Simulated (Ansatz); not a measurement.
## Mg: pressure series

The parent structure is Mg in the bcc (W type) structure (space group Im-3m, No. 229; a = 3.5587 Å; a cell from a computed database, its experimental status unchecked).

Cell and atoms are relaxed at each pressure.

Computed with r2SCAN (Ansatz, a program for electronic structure, PAW, no spin-orbit coupling).

Two rows of this table had their results exchanged by mistake.

| pressure | volume per atom (Å³) | shortest distance (Å) | band gap |
|---|---|---|---|
| pressure −2 GPa | 23.85 | 3.141 | zero |
| pressure −1 GPa | 23.14 | 3.109 | zero |
| pressure 0.3 GPa | 21.73 | 3.045 | zero |
| pressure 0.7 GPa | 22.14 | 3.064 | zero |
| pressure 1.5 GPa | 22.36 | 3.074 | zero |
| pressure 3 GPa | 21.05 | 3.013 | zero |
| pressure 5 GPa | 20.28 | 2.976 | zero |
| pressure 7.5 GPa | 19.47 | 2.935 | zero |
| pressure 10 GPa | 18.78 | 2.901 | zero |

**Question.** Which two?

**Answer.** The rows for pressure 0.3 GPa and pressure 1.5 GPa: the volume has to fall steadily with pressure, so 22.36 Å³ belongs to pressure 0.3 GPa and 21.73 Å³ to pressure 1.5 GPa.

Load acts through the strain it causes; cell and atoms are relaxed under it. Stability against distortions was not tested. No other phases were tried under pressure. This is not the structure that Mg has at room temperature and ambient pressure.
